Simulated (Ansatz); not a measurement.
Cost and result by functional for the adsorption energy of SiH3 on the 1x1 (110) surface of zinc-blende InP (cut with top plane In + P), one in a 2x1 cell, started at the site 'hollow In-In-P-P', in Ansatz (plane waves, PAW). Single points on the PBE structure, on one kind of machine; costs are rough ratios of the slab run's core time (references not counted) to the cheapest single point. r2SCAN's cost holds its higher cutoff (500 against 420 eV). Differences are taken against r2SCAN for comparison alone: no measured value is at hand, so the table doesn't rank accuracy. The points keep PBE's geometry, so the relaxation of a polaron and the settling of charge on one site are left out.

Host crystal: zinc-blende InP, with a band gap (PBE, scalar-relativistic without spin-orbit coupling).

Model: 24-atom slab, 8.9 Å thick at the start under the adsorbate (thin: gaps and levels are the slab's own), 3x4x1 mesh, Fermi-Dirac 0.01 eV, dipole correction, 8 atoms held, the rest relaxed; no symmetry held; spin-polarised, ending with about 0.8 μB a cell, a value that depends on the mesh; orders that need a larger cell were not tried, no spin-orbit, no U, no dispersion correction. The slab shows no gap over 0.04 eV on its mesh. At the end it is bonded to P. In PBE it is, or lies within 0.03 eV of, the lowest of the starts that converged. These notes are the PBE run's. r2SCAN: The program's check for a lower electronic state was not made. Adsorption energies are against SiH4(g) − ½ H2(g). A negative adsorption energy means that the adsorbate is more stable on the surface than in its reference.

```json
[
 {"functional": "RPBE", "relative cost": "1", "adsorption energy (eV)": "0.21", "less r2SCAN (eV)": "0.28"},
 {"functional": "r2SCAN", "relative cost": "2", "adsorption energy (eV)": "-0.07", "less r2SCAN (eV)": "0.00"},
 {"functional": "PBE (the relaxed run's value)", "relative cost": "–", "adsorption energy (eV)": "0.05", "less r2SCAN (eV)": "0.12"}
]
```

The values span 0.28 eV, while the single points' costs differ by a factor of roughly 2. Differences are of unrounded values.

Ansatz is a quantum-chemistry and plane-wave program.
